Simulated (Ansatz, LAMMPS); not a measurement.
Si well of 20 atomic layers along [001] in random Si0.7Ge0.3, 5 % Ge through the well. Cell 16.67 × 16.67 × 60.59 Å, Si631Ge161, 792 atoms. Prepared with Tersoff's 1989 multicomponent potential (SiCGe.tersoff) in LAMMPS: minimisation. 

Basis: localised support functions (accuracy medium) on a full density matrix. k-points: zone centre alone; occupations: Fermi-Dirac, 0.010 eV; spin polarisation not allowed. Scalar-relativistic, no spin-orbit coupling.

Q: What is the computed gap and bonding (PBE, support functions at accuracy medium on the grid of 370 eV (Ansatz, a quantum-chemistry and plane-wave program))?

A: 
Kohn-Sham gap of the cell on its k-mesh: 0.41 eV
weight of the highest filled level on the well: 0.39
weight of the lowest empty level on the well: 0.95
coordination (neighbours within 2.856 Å): 100.0 % 4-fold
Ge-Ge bonds, mean ± spread: 2.470 ± 0.007 Å
Ge-Si bonds, mean ± spread: 2.424 ± 0.006 Å
Si-Si bonds, mean ± spread: 2.382 ± 0.006 Å
bond angles, mean ± spread: 109.5° ± 1.1°
pressure: -0.87 GPa
